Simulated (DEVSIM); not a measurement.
System: abrupt Si n-p junction, at 300 K.

Layer 1 from the left is Si, thickness (μm) 20.0, Nd (cm⁻³) 5.4e15, τn (s) 3e-5, τp (s) 3e-5. Layer 2 from the left is Si, thickness (μm) 0.470, Na (cm⁻³) 7.2e17, τn (s) 3e-5, τp (s) 3e-5.

Left contact: ohmic. Right contact: ohmic. Voltage is applied to the left contact. Recombination: SRH at mid-gap. Mobility is constant in doping.

Constants are typed, rounded textbook-type inputs, not results; the design itself was drawn at random and stands for no fabricated device. Values at 300 K.

Si: gap (eV) 1.124, affinity (eV) 4.05, permittivity 11.7, Nc (cm⁻³) 2.86e19, Nv (cm⁻³) 3.1e19, μn (cm²/Vs) 1417, μp (cm²/Vs) 470.

Simulated with DEVSIM: 1D drift-diffusion, Boltzmann statistics, complete ionisation; no tunnelling, impact ionisation, image-force lowering or self-heating.

Dark forward current:

```csv
|V| (V),|J| (A/cm²)
0.05,4.437e-10
0.10,2.655e-9
0.15,1.585e-8
0.20,1.014e-7
0.25,6.768e-7
0.30,4.611e-6
0.35,3.168e-5
0.40,0.0002184
0.45,0.001508
0.50,0.01041
0.55,0.07174
0.60,0.4861
0.65,3.025
0.70,14.72
0.75,50.40
0.80,126.1
0.85,252.3
0.90,434.7
0.95,676.4
1.00,978.9
1.05,1343
1.10,1769
1.15,2256
```

Work out the local ideality factor n = ΔV / (kT/q · ln(J2/J1)) between the rows 0.15 and 0.20 V, 0.40 and 0.45 V, 1.10 and 1.15 V.

kT/q = 25.85 mV. From 0.15 to 0.20 V: ln(1.014e-7/1.585e-8) = 1.856, n = 1.04, near the 1 of diffusion or emission over a barrier. From 0.40 to 0.45 V: ln(0.001508/0.0002184) = 1.932, n = 1.00, near the 1 of diffusion or emission over a barrier. From 1.10 to 1.15 V: ln(2256/1769) = 0.243, n = 7.95.

Estimate the current at 0.40 V from the Shockley equation with J0 = Σ q ni² D/(N L) coth(W/L), τ joining the SRH, radiative and Auger lifetimes that are on, and W taken as the whole layer.

ni² = 1.16e20 cm⁻⁶; holes in the n layer: μ = 470 cm²/Vs, D = 12.1 cm²/s, τ = 3.00e-5 s, L = 191 μm, W/L = 0.10, term 2.10e-11 A/cm²; electrons in the p layer: μ = 1420 cm²/Vs, D = 36.6 cm²/s, τ = 3.00e-5 s, L = 331 μm, W/L = 0.0014, term 2.01e-11 A/cm². J0 = 4.10e-11 A/cm², and J = J0 exp(qV/kT) = 0.000216 A/cm². The simulation gives 0.000218 A/cm²; the estimate lies 1.3 % below. The estimate leaves out recombination in the depletion region and that region's share of W.
